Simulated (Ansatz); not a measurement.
The starting structures come from a database of crystals and need not be the phases stable at ambient conditions.

 Where the default PAW files enter, the runs use the earlier of Ansatz's two default sets.

**Evanescent states of NbCu3Te4 (P-43m, not sure to be the ambient phase, 8 atoms a cell, 26.6 Å³ an atom, -2 GPa at this level) along the normal of (001)**

Calculation: PBEsol (plane waves, PAW; Ansatz, a quantum-chemistry and plane-wave program).

No gap correction and no spin-orbit coupling; mid-gap values are interpolated between computed energies.

Energies count from the valence-band top; κ is the least over a 6×6 mesh across the current.

| E (eV) | κ (1/Å) | where |
|---|---|---|
| 0.03 | 0.048 | off Γ |
| 0.09 | 0.081 | off Γ |
| 0.15 | 0.103 | off Γ |
| 0.21 | 0.119 | off Γ |
| 0.27 | ? | off Γ |
| 0.33 | ? | off Γ |
| 0.39 | ? | off Γ |
| 0.45 | ? | off Γ |
| 0.51 | ? | off Γ |
| 0.57 | ? | off Γ |
| 0.63 | 0.181 | off Γ |
| 0.69 | ? | off Γ |
| 0.75 | 0.181 | off Γ |
| 0.81 | 0.153 | off Γ |
| 0.87 | 0.114 | off Γ |
| 0.93 | 0.040 | off Γ |

**Question.** Fill in the missing entries.

**Answer.** 
- 0.27, κ (1/Å): 0.133
- 0.33, κ (1/Å): 0.144
- 0.39, κ (1/Å): 0.154
- 0.45, κ (1/Å): 0.162
- 0.51, κ (1/Å): 0.169
- 0.57, κ (1/Å): 0.175
- 0.69, κ (1/Å): 0.185
